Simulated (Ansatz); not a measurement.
Start from CdSe in the wurtzite structure (space group P6_3mc, No. 186; a = 4.3829 Å, c = 7.1547 Å).

Now apply this change: cell and atoms relaxed at a pressure of 18 GPa.

Levels (all Ansatz, a program for electronic structure, PAW, earlier PAW set): PBE (420 eV, spin-orbit coupling left out); PBE+SOC (420 eV, noncollinear with spin-orbit coupling).

The geometry is relaxed with PBE.

PBE gap character: direct at Γ
PBE band gap: 0.95 eV
PBE electron mass: 0.082 mₑ along c, 0.090 mₑ across (at Γ)

Problem. Predict the gap character, hole mass, band gap and electron mass from PBE+SOC.

Solution. The gap character is still direct at Γ; the hole mass comes out as 1.2 mₑ along c, 0.14 mₑ across (at Γ); the band gap shrinks by 0.12 eV to 0.83 eV; the electron mass changes from 0.082 mₑ along c, 0.090 mₑ across (at Γ) to 0.080 mₑ along c, 0.088 mₑ across (at Γ).

Single points use the geometry relaxed with PBE. Differences between runs with and without spin-orbit coupling are approximate. Load acts through the strain it causes; cell and atoms are relaxed under it. Effective masses come from finite differences of ±0.01 Å⁻¹. Whether these cells are dynamically stable was not tested. Measured, CdSe leaves this structure (for rock salt) near 2.72 GPa (temperature not stated; as listed in Datta, Sujoy, Jana, Debnarayan, arXiv (2020)), on rising pressure, with hysteresis.
